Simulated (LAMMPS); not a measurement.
System: W (bcc), 2000 atoms, at 2220 K and 0 GPa, heated as the crystal.

Level of theory: classical MD, pair style eam/alloy, file W_zhou.eam.alloy; code LAMMPS.

- state found: crystal; no diffusion seen in 30 ps
- density: 18.655 ± 0.001 g/cm³
- volume per atom: 16.3638 ± 0.0009 Å³
- enthalpy per atom: -8.1561 ± 0.0008 eV
- first peak of g(r): 2.76 Å, height 3.7
- coordination number: 14.0 (counted to 3.86 Å)
- most common W-W-W angle: in the 3° bin centred on 55.5° (mean of all 96°)
- mean frequency of the velocity spectrum: 4.5 THz
- cost: about 11 core-minutes (a rough figure)

Potential: file W_zhou.eam.alloy of the LAMMPS distribution; its header cites Zhou et al, Acta Mater, 49, 4005 (2001).

States go by the mean squared displacement: a species diffuses where it passes 1.5 Å², still rises and gives D over 1e-6 cm²/s; a crystal has left its structure where atoms lie 0.35 Å off their sites on average or a cubic box changes its shape by 3 %.

Uncertainties are statistical and leave out the potential's own error.

| frequency (THz) | spectral density (1/THz) |
|---|---|
| 0.05400 | 0.0002 |
| 0.2690 | 0.0001 |
| 0.4845 | 0.0020 |
| 0.6995 | 0.0077 |
| 0.9150 | 0.0137 |
| 1.130 | 0.0172 |
| 1.345 | 0.0213 |
| 1.561 | 0.0292 |
| 1.776 | 0.0403 |
| 1.991 | 0.0538 |
| 2.207 | 0.0715 |
| 2.422 | 0.0942 |
| 2.637 | 0.1233 |
| 2.853 | 0.1585 |
| 3.068 | 0.1965 |
| 3.283 | 0.2329 |
| 3.498 | 0.2518 |
| 3.713 | 0.2452 |
| 3.929 | 0.2422 |
| 4.144 | 0.2549 |
| 4.360 | 0.2557 |
| 4.575 | 0.2422 |
| 4.790 | 0.2315 |
| 5.005 | 0.2176 |
| 5.220 | 0.1991 |
| 5.436 | 0.1938 |
| 5.651 | 0.2112 |
| 5.866 | 0.2377 |
| 6.082 | 0.2415 |
| 6.297 | 0.2009 |
| 6.512 | 0.1321 |
| 6.728 | 0.0707 |
| 6.943 | 0.0348 |
| 7.158 | 0.0200 |
| 7.373 | 0.0141 |
| 7.588 | 0.0110 |
| 7.804 | 0.0091 |
| 8.019 | 0.0077 |
| 8.235 | 0.0067 |
| 8.450 | 0.0060 |
| 8.665 | 0.0053 |
| 8.880 | 0.0048 |
| 9.095 | 0.0043 |
| 9.311 | 0.0039 |
| 9.526 | 0.0035 |
| 9.742 | 0.0031 |
| 9.957 | 0.0027 |
| 10.17 | 0.0024 |
| 10.39 | 0.0021 |
| 10.60 | 0.0019 |
